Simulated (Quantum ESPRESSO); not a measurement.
## Equation of state of rock-salt HfC (space group 225): energy against volume (Quantum ESPRESSO, LDA)

```xyz
2
Lattice="0.0000 2.2298 2.2298 2.2298 0.0000 2.2298 2.2298 2.2298 0.0000" Properties=species:S:1:pos:R:3 pbc="T T T"
Hf     0.0000     0.0000     0.0000
C      2.2298     2.2298     2.2298
```

Method: LDA (PZ), GBRV 1.5 ultrasoft (LDA) pseudopotentials (plane waves; Quantum ESPRESSO). Settings: ecutwfc = 52 Ry; ecutrho = 416 Ry; occupations = smearing; smearing = fermi-dirac; degauss = 0.0036749 Ry; potentials = {Hf: hf_lda_v1.uspp.F.UPF, C: c_lda_v1.2.uspp.F.UPF}; K_POINTS = automatic 22 22 22 0 0 0; conv_thr = 1e-10 Ry; mixing_beta = 0.7. The cell above is the first row's. The rows scale it uniformly. In all rows fractional positions and the k mesh are held. E is the free energy at the stated smearing, counted from the lowest row.

```csv
V (Å^3/atom),E (meV/atom)
11.086,?
11.327,34.47
11.568,13.69
11.809,2.46
12.050,0.00
12.291,5.37
12.532,17.84
12.773,36.74
13.014,61.48
```

The 8 complete rows are fitted with the third-order Birch-Murnaghan form, a cubic in V^(-2/3), E against V. With u = V^(-2/3) - 0.189, the rows have u = 0.009270, 0.006506, 0.003837, 0.001258, -0.001238, -0.003653, -0.005991, -0.008258. Least squares gives E = 1.744 - 2163.31·u + 614121·u² + 16039·u³. Residuals (row less fit): -0.006, 0.022, -0.026, 0.006, 0.007, -0.001, -0.003, 0.001; standard error 0.018 (degrees of freedom: 4). Its minimum lies at u = 0.001761, so V0 = (0.190761)^(-3/2) = 12.00. There d²E/du² = 1228000 and d³E/du³ = 96230, so B0 = (4/9) × 12.00^(-7/3) × 1228000 × 0.160218 = 265 GPa (the last factor turns the table's units into GPa), and B0' = 4 + (2/3) × 0.190761 × (96230)/1228000 = 4.0. The program's pressures in the fitted runs (not shown) pass through zero at V = 12.00, 0.02 % from this V0.

Task: Estimate the missing E (V = 11.086); what did the run itself give?

Result: u = 0.012133, so E = 1.744 - 2163.31 × 0.012133 + 614121 × 0.012133² + 16039 × 0.012133³ = 65.930 meV/atom. The calculation gives 65.91 meV/atom, 0.020 meV/atom below the prediction (under 0.05 % of the range of E in the table). The row lies outside the fitted rows, so this is an extrapolation. From the scatter of the fitted rows alone, a prediction at this place has a standard error of 0.052 meV/atom, so the miss is 0.4 times that.

Carrying the step between the two nearest rows on in a straight line would have given 55.25, off by 10.66; series whose last step already gives the withheld value aren't shown. The scan was laid around a cell of about the measured size, scaled by a guess for this functional. The runs keep the symmetry of the cell, so they don't test it for distortions. Spin-orbit coupling is off. Cutoffs and mesh are single choices, not tested for convergence of this quantity. Series with a scatter that would blur these digits, or in which a gap closes, are not shown. Nor are scans whose minimum lies at an end fitted in this form.
